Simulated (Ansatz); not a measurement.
Base system: BAs in the zinc blende structure (space group F-43m, No. 216; a = 4.784 Å). Axes: x, y, z lie along the cube axes.

Computed with r2SCAN (Ansatz, an electronic-structure program; PAW; 500 eV plane waves; spin-orbit coupling left out).

Now apply this change: uniaxial strain ε_zz = −2.00 %, all other strain components held at zero; the atoms relax in the strained cell.

What happens to the stress?

The stress (xx, yy, zz, yz, xz, xy; compression positive) amounts to (1.48, 1.48, 5.93, 0.00, 0.00, 0.00) GPa.

What does the calculation give for the hole mass after the change?

The hole mass amounts to 0.22 mₑ along z, 0.20 mₑ across (at Γ).

The levels and masses belong to the bands next to the band gap. Effective masses come from finite differences of ±0.01 Å⁻¹. Whether these cells are dynamically stable was not tested.
